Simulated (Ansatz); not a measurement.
The starting structures come from a database of crystals and need not be the phases stable at ambient conditions.

The decay constant κ of evanescent states in the gap governs leakage through a thin film.

Consider the following.

```yaml
crystal:
  lattice:
    - [6.16160, -0.02243, 0.01402]
    - [0.96504, 6.31172, -0.06437]
    - [-0.17076, -0.46844, 6.53703]
  atoms:
    - { symbol: Sc, position: [0.20530, 0.69755, 0.93499] }
    - { symbol: Sc, position: [0.79470, 0.30245, 0.06501] }
    - { symbol: P, position: [0.30910, 0.26554, 0.19496] }
    - { symbol: P, position: [0.69090, 0.73446, 0.80504] }
    - { symbol: S, position: [0.42060, 0.76061, 0.62505] }
    - { symbol: S, position: [0.57940, 0.23939, 0.37495] }
    - { symbol: S, position: [0.11326, 0.03449, 0.22410] }
    - { symbol: S, position: [0.88674, 0.96551, 0.77590] }
    - { symbol: S, position: [0.40256, 0.27900, 0.89633] }
    - { symbol: S, position: [0.59744, 0.72100, 0.10367] }
    - { symbol: S, position: [0.07983, 0.53297, 0.25965] }
    - { symbol: S, position: [0.92017, 0.46703, 0.74035] }
```

Space group of this cell: P-1. The cell was relaxed by PBE-D3(BJ); by r2SCAN its mean pressure is 1.1 GPa.

Transport runs along the normal of the first two printed cell vectors.

The gap is the functional's own. No spin-orbit coupling. Mid-gap values are interpolated on the energy grid.

Question: Estimate the band gap and the smallest decay constant κ at mid-gap that r2SCAN (Ansatz, a quantum-chemistry and plane-wave program) returns for this system.

Answer: Gap 1.97 eV on a 6×6×6 mesh; κ = 0.297 1/Å, at the zone centre.
